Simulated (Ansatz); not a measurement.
Start from GaSb in the zinc blende structure (space group F-43m, No. 216; a = 6.132 Å). Axes: x, y, z lie along the cube axes.

It is then changed as follows: biaxial strain +2.50 %, plane normal [111], relaxed out of plane (Cartesian); in-plane vectors clamped, the third vector and the atoms free.

Method: r2SCAN (Ansatz, a first-principles code), no spin-orbit coupling.

Question: Give the band edges at the high-symmetry points of the new zone, measured from its valence-band maximum.

Answer: 
```csv
point,valence edge (eV),conduction edge (eV)
Γ,-0.10,0.13
T,-1.39,0.18
H₂,-3.14,3.61
H₀,-3.14,3.61
L,-1.13,0.59
S₀,-2.16,1.72
S₂,-2.16,1.72
F,-2.51,1.01
```

The gap is 0.13 eV, indirect, Γ–S₀ (7 % along) → Γ.

Spin-orbit coupling, missing from the scalar runs, can matter with Sb. Stability against distortions was not tested. The zero or small gap of GaSb under biaxial strain +2.50 %, plane normal [111], relaxed out of plane can change with the level of theory. k-point labels follow each cell's own Brillouin zone.
